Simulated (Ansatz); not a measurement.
Abridged Ansatz (a quantum-chemistry and plane-wave program) output:

```
Pseudopotential: Sn, paw, valence charge 14
Crystal: 2 atoms, lattice volume = 53.843 Å³
Basis set: ecut = 500 eV, 1353 PW (Γ), exchange–correlation on 100×100×180 points (64 copies of the dense FFT grid, shifted against one another)
Bands: 18, of which v1, the nominal top of the filled ones, is band 14 counted from 1 (13 counted from 0)
Symmetry: 24 space group operations
k-points: 150 of 2304
Functional: x = r2scan, c = r2scan; τ floored in thin density (d = 2e-4 eV/Å³)
SCF iter   1: F=—  HF=-12076.799941 eV  |F-HF|=—  |Δ(HF+E_count)|=         —  Δρ=5.43e-3  dr2=6.99e-3  dr2_τ=4.19e-4  ethr=1.77e-3  ⟨swp⟩=5.7  Hψ=13451  notcnv=0
SCF iter   2: F=—  HF=-12076.813730 eV  |F-HF|=—  |Δ(HF+E_count)|=   1.38e-2  Δρ=2.43e-3  dr2=1.58e-3  dr2_τ=5.07e-5  ethr=2.50e-5  ⟨swp⟩=2.0  Hψ=6443  notcnv=0  defer=35
SCF 1 converged in 9 iterations: F = -12076.815265 eV  dr2 = 1.51e-11
SCF converged after 9 iterations
Free energy (F): -12076.815265 eV
Internal energy: -12076.808820 eV  (E = F + TS)
E sigma→0 (E₀):  -12076.812042 eV
Entropy (-TS):   -0.006445 eV (-3.223 meV/atom)
Fermi energy:    10.987202 eV
--- Forces (eV/Å), atoms counted from 1 ---
  atom   1  Sn     0.00000000    -0.00000000     0.00000000
  atom   2  Sn    -0.00000000     0.00000000     0.00000000
--- Stress (GPa, compression-positive) ---
       -0.000239       0.000000       0.000000
        0.000000      -0.000239       0.000000
        0.000000       0.000000      -0.001741
  P = ⅓ Tr σ = -0.0007 GPa (-0.007 kbar)
```

Question: What was computed, and what are the main results?

Answer: Sn, 2 atoms in the cell, with DFT with r2SCAN, PAW potentials and a 500 eV plane-wave cutoff in Ansatz, without spin-orbit coupling. The last SCF converged to F = -12076.815265 eV, or -6038.4076 eV per atom, at a pressure of 0.00 GPa. The total energy compares only with runs of the same code, potentials and settings.

Stability against distortions was not tested. The cell was made from Be by this change: Be → Sn; the result is a hypothetical phase, not in the database extracts checked.
